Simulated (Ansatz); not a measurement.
**Ansatz (an electronic-structure program) run on a (001) slab of Cr (cut from a parent of space group no. 194; 4 atoms in the cell): self-consistent single point**

Level of theory: LDA (PW92), default PAW files made with PBE (plane waves; Ansatz).

The input file:

Ansatz 0.2 input:
```yaml
crystal:
  lattice:
    - [2.43625900, 0.00000000, 0.00000000]
    - [-1.21813000, 2.10986200, 0.00000000]
    - [0.00000000, 0.00000000, 20.70229900]
  atoms:
    - { symbol: Cr, position: [0.33333300, 0.66666700, 0.33812700] }
    - { symbol: Cr, position: [0.66666700, 0.33333300, 0.44604200] }
    - { symbol: Cr, position: [0.33333300, 0.66666700, 0.55395800] }
    - { symbol: Cr, position: [0.66666700, 0.33333300, 0.66187300] }
basis:
  ecutwfc: 420.0 eV
kpoints:
  mp_grid:
    grid: [14, 14, 1]
hamiltonian:
  xc: lda
  pseudopotentials:
    kind: paw
scf:
  occupations:
    method: gaussian
    width: 0.1 eV
output:
  forces: true
  eigenvalues: true
  stress: true
```

Log, with long lists cut:

```
WARN the atoms were moved onto the symmetric positions of the space group found under crystal.symmetry.tolerance 1.0e-5 (fractional …
WARN ansatz: RAYON_NUM_THREADS=1 ignored (pool sized by the plan → 1); use --threads N
Pseudopotentials: kind: paw
Pseudopotential: Cr, paw, valence charge 14
Crystal: 4 atoms, lattice volume = 106.413 Å³
Basis set: ecut = 420 eV, 2019 PW (Γ)
Bands: 34, of which v1, the nominal top of the filled ones, is band 28 counted from 1 (27 counted from 0)
Symmetry: 12 space group operations
Space group: P-3m1 (ITA 164), of the structure as read, at distance tolerance 4.7e-5 Å
k-points: 24 of 196
PAW frozen core: Cr, regenerated for the run's functional, and the local potential with it
Initial density: superposition of atomic densities (neutral atoms: chi_scale 0, normalization atom), corrected by the library's trained network
Initial wavefunctions: pseudopotential atomic-orbital guess
Eigensolver: davidson
Functional: x = slater, c = lda
SCF iter   1: F=—  HF=-13288.656838 eV  |F-HF|=—  |Δ(HF+E_count)|=         —  Δρ=1.96e-2  dr2=2.74e0  ethr=1.77e-3  ⟨swp⟩=7.0  Hψ=3559  notcnv=0
all-band conjugate gradients solve this SCF's bands
preconditioner: auto → LDOS
SCF iter   2: F=—  HF=-13288.662363 eV  |F-HF|=—  |Δ(HF+E_count)|=   5.53e-3  Δρ=1.79e-2  dr2=2.29e0  ethr=1.77e-3  ⟨swp⟩=2.6  Hψ=1352  notcnv=0  defer=16
SCF iter   3: F=—  HF=-13288.573969 eV  |F-HF|=—  |Δ(HF+E_count)|=   8.84e-2  Δρ=2.94e-3  dr2=4.02e-2  ethr=1.77e-3  ⟨swp⟩=2.0  Hψ=1031  notcnv=0  defer=16
SCF iter   4: F=—  HF=-13288.571634 eV  |F-HF|=—  |Δ(HF+E_count)|=   2.33e-3  Δρ=5.72e-4  dr2=4.63e-4  ethr=7.17e-5  ⟨swp⟩=2.0  Hψ=1123  notcnv=0  defer=16
SCF iter   5: F=—  HF=-13288.571589 eV  |F-HF|=—  |Δ(HF+E_count)|=   4.58e-5  Δρ=3.68e-4  dr2=4.82e-4  ethr=8.26e-7  ⟨swp⟩=3.2  Hψ=1564  notcnv=0  defer=16
SCF iter   6: F=—  HF=-13288.571583 eV  |F-HF|=—  |Δ(HF+E_count)|=   5.44e-6  Δρ=8.82e-5  dr2=1.22e-5  ethr=8.26e-7  ⟨swp⟩=1.4  Hψ=812  notcnv=0  defer=16
SCF iter   7: F=—  HF=-13288.571592 eV  |F-HF|=—  |Δ(HF+E_count)|=   8.86e-6  Δρ=3.03e-5  dr2=1.28e-6  ethr=2.19e-8  ⟨swp⟩=2.2  Hψ=1121  notcnv=0  defer=16
SCF iter   8: F=—  HF=-13288.571592 eV  |F-HF|=—  |Δ(HF+E_count)|=   1.50e-7  Δρ=1.41e-5  dr2=9.95e-7  ethr=2.29e-9  ⟨swp⟩=3.5  Hψ=1731  notcnv=0  defer=16
SCF iter   9: F=-13288.571592 eV  HF=-13288.571592 eV  |F-HF|=1.63e-8  |Δ(HF+E_count)|=   1.38e-8  Δρ=3.68e-6  dr2=2.03e-8  ethr=1.79e-10  ⟨swp⟩=8.1  Hψ=3684  notcnv=0
SCF 1 converged in 9 iterations: F = -13288.571592 eV  dr2 = 2.03e-8
SCF converged after 9 iterations
Free energy (F): -13288.571592 eV
Harris-Foulkes:  -13288.571592 eV  (|F-HF|=1.63e-8)
Internal energy: -13288.540219 eV  (E = F + TS)
E sigma→0 (E₀):  -13288.555906 eV
Entropy (-TS):   -0.031373 eV (-7.843 meV/atom)
Fermi energy:    5.093804 eV
--- Per-component energies (eV) ---
  E_band       = -1348.572290
  E_kinetic    = 1375.003840
  E_local      = -68406.525995  (includes V_loc(G=0)·N_el)
  E_nonlocal   = 337.678502
  E_hartree    = 33510.612435
  E_xc         = -553.846404
  E_vxc        = -710.382527  (∫ρ·V_xc dr)
  E_paw        = -4566.341028  (= ΣΔE_a)
  E_vpaw       = -965.592078  (= ΣTr[D̂ρ^β])
  E_aug_tail   = 0.001388  (compensation charges beyond the density's cutoff)
  E_ewald      = 25013.416544
  E_core_change = 1.460499  (= ΣΔE_core)
  E_smearing   = -0.031373  (= −TS)
  E_closure    = -0.000000  (closes the sum)
  Σ components = -13288.571592   (vs F -13288.571592, Δ=0.00e0)
--- Forces (eV/Å), atoms counted from 1 ---
  atom   1  Cr     0.00000000    -0.00000000     0.57134029
  atom   2  Cr    -0.00000000    -0.00000000     0.00708136
  atom   3  Cr     0.00000000     0.00000000    -0.00708136
  atom   4  Cr    -0.00000000     0.00000000    -0.57134029
  max |Σ_I F_I| component: 1.16e-18 eV/Å
--- Stress (GPa, compression-positive) ---
       -5.693028      -0.000000      -0.000000
       -0.000000      -5.693028       0.000000
       -0.000000       0.000000      -5.790508
  P = ⅓ Tr σ = -5.7255 GPa (-57.255 kbar)
  The stress holds the Pulay correction. Without it, at fixed plane waves, as pw.x and ABINIT print it: P = -5.7888 GPa
--- Band table (eV; the first three rows and the last of 24) ---
  k-point 0: bands = ["-65.9032", "-65.8417", "-65.7154", "-65.7123", "-37.8651", "-37.6467", "-37.4136", "-37.2716", "-36.9443", "-36.9443", "-36.9132", "-36.9132", "-36.7535", "-36.7535", "-36.7532", "-36.7532", "-2.1583", "-1.0237", "0.2531", [...]
  k-point 1: bands = ["-65.8919", "-65.8317", "-65.7053", "-65.7025", "-37.8509", "-37.6377", "-37.4099", "-37.2707", "-36.9957", "-36.9641", "-36.9573", "-36.9243", "-36.8056", "-36.8054", "-36.7651", "-36.7648", "-1.9576", "-0.8323", "0.4471", [...]
  k-point 2: bands = ["-65.8602", "-65.8037", "-65.6770", "-65.6747", "-37.8107", "-37.6139", "-37.4033", "-37.2699", "-37.1373", "-37.1020", "-36.9932", "-36.9554", "-36.9509", "-36.9483", "-36.7977", "-36.7972", "-1.3869", "-0.3044", "0.9662", [...]
  k-point 23: bands = ["-65.6313", "-65.6261", "-65.4851", "-65.4850", "-37.7680", "-37.7379", "-37.6306", "-37.5701", "-37.5608", "-37.5508", "-37.4210", "-37.4191", "-37.3403", "-37.3134", "-37.2939", "-37.2809", "2.1462", "2.4588", "2.8091", [...]
```

The run converged in 9 iterations.

The starting cell comes from a database of computed structures (which also holds hypothetical and non-ambient phases and stackings), without a prior relaxation at this level. The slab is cut from that crystal, and its faces are unrelaxed. Its lattice was rescaled by up to half a per cent. Spin polarisation is off.
